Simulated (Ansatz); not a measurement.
Take Cs in the bcc (W type) structure (space group Im-3m, No. 229; a = 6.2649 Å) as the base.

All numbers come from r2SCAN, PAW, 500 eV (Ansatz, a program for electronic structure; without spin-orbit coupling).

Before the change:

The volume per atom is 122.95 Å³.

One thing is altered: a hydrostatic pressure of 3 GPa.

How does this affect the volume per atom?

The volume per atom falls by 59.79 Å³, from 122.95 Å³ to 63.16 Å³.

Load acts through the strain it causes; cell and atoms are relaxed under it. No phonon test of stability was made. The final runs are not spin-polarised. Measured, Cs leaves this structure (for fcc) near 2.4 GPa (temperature not stated; as listed in Olga Degtyareva, NATO science for peace and security series. B, Physics and biophysics (2010)).
